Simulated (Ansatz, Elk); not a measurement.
An Elk input for a self-consistent single point of ZnS (P6_3mc, 4 atoms in the cell) (DFT, PBE, all-electron FP-LAPW, Elk's shipped species files, APW+lo basis with extra local orbitals):

```
tasks
  0

xctype
  20

tforce
  .true.

rgkmax
  8.0

gmaxvr
  18.0

lmaxapw
  10

lmaxo
  8

nxlo
  2

lorbcnd
  .true.

lradstp
  2

nrmtscf
  2.0

rmtscf
  0.89

lmaxi
  4

swidth
  0.00183747

maxscl
  100

scale
  6.967027671

avec
    1.0000000000    0.0000001186    0.0000000000
   -0.5000001027    0.8660253445    0.0000000000
    0.0000000000    0.0000000000    1.6390720051

atoms
  2
  'Zn.in'
  2
  0.3333333333  0.6666666667  0.0001400000    0.0 0.0 0.0
  0.6666666667  0.3333333333  0.5001400000    0.0 0.0 0.0
  'S.in'
  2
  0.3333333333  0.6666666667  0.3748600000    0.0 0.0 0.0
  0.6666666667  0.3333333333  0.8748600000    0.0 0.0 0.0

ngridk
  5 5 3
```

Problem. Give the Ansatz (an electronic-structure program) input for the same structure, mesh, smearing and functional.

Solution. This is the input that was run; spellings and numerical settings could be chosen otherwise.

Ansatz 0.2 input:
```yaml
# ZnS
crystal:
  lattice:
    - [3.68679200, 0.00000000, 0.00000000]
    - [-1.84339700, 3.19285600, 0.00000000]
    - [0.00000000, 0.00000000, 6.04291800]
  atoms:
    - { symbol: Zn, position_ang: [-0.00000251, 2.12857173, 0.00084601] }
    - { symbol: Zn, position_ang: [1.84339751, 1.06428427, 3.02230501] }
    - { symbol: S, position_ang: [-0.00000251, 2.12857173, 2.26524824] }
    - { symbol: S, position_ang: [1.84339751, 1.06428427, 5.28670724] }
kpoints:
  mp_grid:
    grid: [5, 5, 3]
hamiltonian:
  xc: pbe
  pseudopotentials:
    kind: paw
scf:
  occupations:
    method: fermi_dirac
    width: 0.0037 Ry
output:
  forces: true
  eigenvalues: true
  stress: true
```

Basis settings and potentials, where a program has them, do not carry over. This input uses DFT, PBE, plane waves, default PAW files. The width in Ry is rounded to four decimals.

The starting cell comes from a database of computed structures (which also holds hypothetical and non-ambient phases and stackings), without a prior relaxation at this level. Its lattice was rescaled by a random factor within 2.5 % of one. For this run, on top of that: lattice scaled by 0.98.
